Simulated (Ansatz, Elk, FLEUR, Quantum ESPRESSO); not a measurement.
## One structure in several programs: FeNi3 (Pm-3m, 4 atoms in the cell)

Self-consistent single point.

```yaml
crystal:
  lattice:
    - [3.56869, 0.00000, 0.00000]
    - [0.00000, 3.56869, 0.00000]
    - [0.00000, 0.00000, 3.56869]
  atoms:
    - { symbol: Fe, position: [0.00000, 0.00000, 0.00000], spin: 4.0 }
    - { symbol: Ni, position: [0.00000, 0.50000, 0.50000], spin: 2.0 }
    - { symbol: Ni, position: [0.50000, 0.00000, 0.50000], spin: 2.0 }
    - { symbol: Ni, position: [0.50000, 0.50000, 0.00000], spin: 2.0 }
```
(The spins are starting values, not results.)

Shared settings, as Ansatz (an electronic-structure program) writes them: kpoints.mp_grid.grid = 9 9 9; scf.occupations.method = fermi_dirac; scf.occupations.width = 0.136 eV. Potentials and cutoffs stand in the table.

```json
[
 {"code": "Ansatz", "model": "PBEsol, default PAW files made with PBE", "size of the net moment (μB/atom)": "1.19", "cutoff": "default"},
 {"code": "Quantum ESPRESSO", "model": "PBEsol, PSlibrary PAW (PBE) pseudopotentials", "size of the net moment (μB/atom)": "1.20", "cutoff": "55 Ry"},
 {"code": "Elk", "model": "PBEsol, all-electron FP-LAPW, Elk's shipped species files, default APW+lo basis", "size of the net moment (μB/atom)": "1.19", "cutoff": "rgkmax 7"},
 {"code": "FLEUR", "model": "PBEsol, all-electron FLAPW (FLEUR), scalar-relativistic valence", "size of the net moment (μB/atom)": "1.18", "cutoff": "Kmax 3.5 1/bohr"}
]
```

On Ansatz's run: the magnetic order is the one reached from the typed start; others were not searched systematically.

The spread over the programs that give each value: size of the net moment within 0.02 μB/atom.

Elk and FLEUR treat all electrons, but the usual bases taken here (sphere radii, linearisation, local orbitals, empty states) were not tested for convergence, so the values are no reference for the others.

The starting cell comes from a database of computed structures (which also holds hypothetical and non-ambient phases and stackings), without a prior relaxation at this level. Its lattice was rescaled by a random factor within 2.5 % of one.

Keys are those of Ansatz 0.2.
